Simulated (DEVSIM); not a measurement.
DEVSIM, 1D drift-diffusion, Boltzmann statistics, complete ionisation; no tunnelling, impact ionisation, image-force lowering or self-heating. Metal contacts follow the ideal Schottky-Mott rule: no Fermi-level pinning, no interface dipoles.

Structure: Schottky contact on n-type Si, at 400 K.

```tsv
layer (left to right)	material	thickness (μm)	Nd (cm⁻³)	τn (s)	τp (s)
1	Si	4.20	3.3e15	2.4e-6	2.4e-6
2	Si	2.30	9.1e17	2.4e-6	2.4e-6
```

Left contact: Schottky, work function 4.9 eV, emission velocity 6.7e6 cm/s. Right contact: ohmic. Voltage is applied to the left contact. Recombination: SRH at mid-gap. Gap narrowing is on: ΔEg = 6.92 meV × (l + √(l² + 0.5)), l = ln(N/1.3e17 cm⁻³), shared equally by both band edges. Mobility is μmin + (μ − μmin)/(1 + (N/Nref)^α).

The device is made up for the run: typed textbook-type constants, with dimensions and the other settings drawn at random. Values at 300 K; Nc and Nv go as T^1.5, mobilities as T to minus their exponent, the gap by Varshni's rule with the affinity fixed. The table also holds parameters that only a changed run uses.

```
parameter               Si
----------------  --------
gap (eV)             1.124
affinity (eV)         4.05
permittivity          11.7
Nc (cm⁻³)          2.86e19
Nv (cm⁻³)           3.1e19
μn (cm²/Vs)           1417
μp (cm²/Vs)            470
μn,min                  52
μp,min                  45
Nref,n              9.7e16
Nref,p              2.2e17
αn                    0.68
αp                    0.72
T exponent of μn       2.3
T exponent of μp       2.2
Cn (cm⁶/s)         2.8e-31
Cp (cm⁶/s)         9.9e-32
Varshni α (eV/K)  0.000473
Varshni β (K)          636
```

One input was changed, with this effect: dark forward voltage at 1 A/cm² little changed (0.256 V); dark forward voltage at 100 A/cm² 0.483 → 0.477 V.

Which change was it?
A. minority lifetime in layer 1 2.4e-06 → 7.2e-05 s
B. constant mobility in place of the doping-dependent one
C. minority lifetime in layer 2 2.4e-06 → 7.2e-06 s
D. doping Nd of layer 1 3.3e+15 → 3.3e+14 cm^-3
E. Auger recombination switched on

B, constant mobility in place of the doping-dependent one
